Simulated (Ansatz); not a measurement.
# Response to strain in Nb

The parent structure is Nb in the bcc (W type) structure (space group Im-3m, No. 229; relaxed with 0.1 eV smearing).

Space group Im-3m (No. 229); a = b = c = 3.304 Å, α = β = γ = 90.00°

| atom | site | symmetry | x | y | z |
|---|---|---|---|---|---|
| Nb | 2a | m-3m | 0.0000 | 0.0000 | 0.0000 |
(The calculation used a cell of 1 atom; values per cell refer to that cell.)

Strains are applied to the cell and any free atomic positions relax.

The values are results of DFT with r2SCAN, PAW potentials and a 500 eV plane-wave cutoff in Ansatz (a quantum-chemistry and plane-wave program), no spin-orbit coupling, not measurements.

Notes on the quantities. energy relative to the base: free energy F.

```json
[
 {"variant": "base", "energy relative to the base": "0 meV/atom", "pressure": "0.0 GPa", "volume per atom": "18.04 Å³"},
 {"variant": "isotropic strain +0.50 %", "energy relative to the base": "+2.2 meV/atom", "pressure": "-2.5 GPa", "volume per atom": "18.31 Å³"},
 {"variant": "isotropic strain +1.00 %", "energy relative to the base": "+8.6 meV/atom", "pressure": "-4.9 GPa", "volume per atom": "18.59 Å³"},
 {"variant": "isotropic strain +1.50 %", "energy relative to the base": "[?]", "pressure": "-7.2 GPa", "volume per atom": "18.87 Å³"},
 {"variant": "isotropic strain +2.00 %", "energy relative to the base": "[?]", "pressure": "-9.3 GPa", "volume per atom": "19.15 Å³"},
 {"variant": "isotropic strain +2.50 %", "energy relative to the base": "+52 meV/atom", "pressure": "-11.3 GPa", "volume per atom": "19.43 Å³"},
 {"variant": "isotropic strain +3.00 %", "energy relative to the base": "+73 meV/atom", "pressure": "[?]", "volume per atom": "19.71 Å³"}
]
```

Question: Some entries are withheld; estimate them.

Answer: 
- isotropic strain +1.50 %, energy relative to the base: +19 meV/atom
- isotropic strain +2.00 %, energy relative to the base: +33 meV/atom
- isotropic strain +3.00 %, pressure: -13.1 GPa

Whether these cells are dynamically stable was not tested. All final runs are without spin polarisation.
